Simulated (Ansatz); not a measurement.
Defect: interstitial Au in silicon, charge state +1. The step: a direct jump of one Au atom; the atom moves 1.92 Å along (0.25, -0.25, 0.00) of the unit cell; the moving atom starts with neighbours 4 Si at 2.46, 2 Si at 2.47 Å and ends with 4 Si at 2.46, 2 Si at 2.47 Å. A PBE band in Ansatz (plane-wave PAW, one k-point at (0.250, 0.250, 0.250), 216 host sites, 42 SCF runs with any check of the saddle's order, static, no finite-size correction) gives a forward barrier of 0.089 eV. The saddle point's order was not checked, and it lies on a symmetry element of the cell, where a band can be held. The charge state is imposed; whether it is stable for some Fermi level was not computed. Sites that were not tried may lie lower.

Single points at the band's start and saddle point can refine it. Rough cost of one point, in units of the band's mean SCF on the same machine:

```csv
Level,Cost of one point
"PBE, a 2×2×2 k-point mesh shifted by half a step",about 4
"r2SCAN at 500 eV, one k-point at (0.250, 0.250, 0.250)",about 2
```

Which of these move the barrier by more than 0.1 eV, and how far does each move it?

PBE, a 2×2×2 k-point mesh shifted by half a step: -0.01 eV; r2SCAN at 500 eV, one k-point at (0.250, 0.250, 0.250): +0.12 eV. Each functional is compared with PBE at the same k-points.

Ansatz is an electronic-structure program.
